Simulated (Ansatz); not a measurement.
Consider InSb in the zinc blende structure (space group F-43m, No. 216).

```xyz
2
Lattice="0.0000 3.2780 3.2780 3.2780 0.0000 3.2780 3.2780 3.2780 0.0000" Properties=species:S:1:pos:R:3 pbc="T T T"
Sb     4.9169     4.9169     4.9169
In     0.0000     0.0000     0.0000
```

All numbers come from r2SCAN in Ansatz (plane waves to 500 eV, PAW, scalar-relativistic without spin-orbit coupling).

For the base:

The density is 5.58 g/cm³. The valley order is Γ 0.02 eV; L along ⟨111⟩ 0.77 eV; a point along ⟨100⟩, about 0.8 Å⁻¹ from Γ 1.48 eV.

Perturbation: cell and atoms relaxed at a pressure of 50 GPa.

### Question
How does this affect the density?

### Answer
The density goes up by 2.95 g/cm³ (5.58 g/cm³ → 8.53 g/cm³).

### Question
How does this affect the valley order?

### Answer
The valley order (the lowest conduction-band minima on the path, energy above the VBM, named in the base's zone) changes from Γ 0.02 eV; L along ⟨111⟩ 0.77 eV; a point along ⟨100⟩, about 0.8 Å⁻¹ from Γ 1.48 eV to a point along ⟨100⟩, about 0.8 Å⁻¹ from Γ 0.58 eV; L along ⟨111⟩ 1.68 eV; Γ 2.65 eV.

Spin-orbit coupling, missing from the scalar runs, can matter with Sb. The levels and masses belong to the bands next to the band gap. Load acts through the strain it causes; cell and atoms are relaxed under it. No phonon test of stability was made. Tetrahedral semiconductors of this kind turn to denser phases somewhere between about 1 and 50 GPa; those were not computed, so compressed cells here can lie past the real transition. The final runs are not spin-polarised.

Ansatz is a program for electronic structure.
